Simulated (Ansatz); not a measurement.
# A computed series for Cs: element substitutions

Start from Cs in the bcc (W type) structure (space group Im-3m, No. 229).

```cif
data_Cs
_chemical_formula_sum 'Cs1'
_space_group_name_H-M_alt 'P 1'
_space_group_IT_number 1
_cell_length_a 5.42560
_cell_length_b 5.42560
_cell_length_c 5.42560
_cell_angle_alpha 109.471
_cell_angle_beta 109.471
_cell_angle_gamma 109.471
loop_
_space_group_symop_operation_xyz
  'x, y, z'
loop_
_atom_site_label
_atom_site_type_symbol
_atom_site_fract_x
_atom_site_fract_y
_atom_site_fract_z
_atom_site_occupancy
Cs1 Cs 0.00000 0.00000 0.00000 1
```

Each row replaces one element on all its sites; cell and atoms are relaxed.

All numbers come from Kohn–Sham DFT with the r2SCAN functional, run in Ansatz (a program for electronic structure) with PAW and 500 eV plane waves, no spin-orbit coupling.

Candidates:
(a) Cs → Rb
(b) Cs → La
(c) Cs → Li

Before the change:

| Item | Result |
|---|---|
| Lattice parameter a | 6.265 Å |

### Question
Order them by lattice parameter a, lowest first.

### Answer
(c) Cs → Li (3.477 Å), (b) Cs → La (4.246 Å), (a) Cs → Rb (5.747 Å)

Whether these cells are dynamically stable was not tested. For La in this form, whether it has been made was not checked. All final runs are without spin polarisation. This is not the structure that La has at room temperature and ambient pressure.
